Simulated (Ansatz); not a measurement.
We consider rock-salt NaH, described by PBE in Ansatz (plane waves, PAW).

Numerical settings: plane-wave cutoff 520 eV, 12×12×12 k mesh, Fermi–Dirac smearing 0.01 eV, scalar-relativistic PAW data made under PBE.

Computed at the level's own relaxed cell.

```xyz
2
Lattice="0.0000 2.4160 2.4160 2.4160 0.0000 2.4160 2.4160 2.4160 0.0000" Properties=species:S:1:pos:R:3 pbc="T T T"
Na     0.0000     0.0000     0.0000
H      2.4160     2.4160     2.4160
```

### Question
List the 5 lowest band energies at Γ above −25 eV (eV, relative to the valence band maximum), grouping those that round alike.

### Answer
At Γ: -22.11 (×3), -3.61, 10.42.

Note: the run warned that its SCF threshold was loose for the stress.

Ansatz is a first-principles code.
